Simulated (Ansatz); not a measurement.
## AlB2-type CrB2

The numbers are results of r²SCAN+rVV10 (Ansatz, a quantum-chemistry and plane-wave program, PAW), not measurements.

Settings: plane-wave cutoff 500 eV, 18×18×14 k mesh (along the axes of the cell as run), Fermi–Dirac smearing 0.05 eV, spin-polarised start, scalar-relativistic PAW data made under PBE.

Cell: relaxed at this level.

| Item | Result |
|---|---|
| volume per atom | 7.79 Å³/atom |
| lattice constant a | 2.977 Å |
| c axis length | 3.046 Å |
| band gap | none |

Note: the magnetic order was assumed, not searched for or taken from measurement.
